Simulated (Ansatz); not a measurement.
# Effect of uniaxial strain ε_zz = +3.00 % on HfN

Take HfN in the rock salt structure (space group Fm-3m, No. 225; a = 4.4683 Å; relaxed with 0.1 eV smearing) as the base. Axes: x, y, z lie along the cube axes.

The change: uniaxial strain ε_zz = +3.00 %, all other strain components held at zero, atoms relaxed at fixed cell.

Method: LDA in Ansatz (plane waves to 420 eV, PAW, scalar-relativistic without spin-orbit coupling). k-mesh 22×22×22 (Γ-centred); smearing 0.1 eV (Fermi–Dirac).

```json
[
 {"quantity": "volume per atom", "base": "11.15 Å³", "changed": "11.49 Å³", "shift": "+0.335 Å³"},
 {"quantity": "space group", "base": "Fm-3m (No. 225)", "changed": "I4/mmm (No. 139)", "shift": "–"},
 {"quantity": "shortest interatomic distance", "base": "223.4 pm", "changed": "223.4 pm", "shift": "0.0 pm"},
 {"quantity": "energy relative to the base (free energy F)", "base": "0 meV/atom", "changed": "+19 meV/atom", "shift": "+19 meV/atom"},
 {"quantity": "pressure (mean of the normal stresses, compression positive)", "base": "0.0 GPa", "changed": "-7.8 GPa", "shift": "-7.8 GPa"},
 {"quantity": "band gap", "base": "zero", "changed": "zero", "shift": "–"},
 {"quantity": "stress (xx, yy, zz, yz, xz, xy; compression positive)", "base": "–", "changed": "(-3.2, -3.2, -17.0, 0.0, 0.0, 0.0) GPa", "shift": "–"}
]
```

Final structure:

```xyz
2
Lattice="0.0000 2.2342 2.3012 2.2342 0.0000 2.3012 2.2342 2.2342 0.0000" Properties=species:S:1:pos:R:3 pbc="T T T"
Hf     0.0000     0.0000     0.0000
N      2.2342     2.2342     2.3012
```

No phonon test of stability was made. The final runs are not spin-polarised. An odd electron count without spin: HfN.

Ansatz is a quantum-chemistry and plane-wave program.
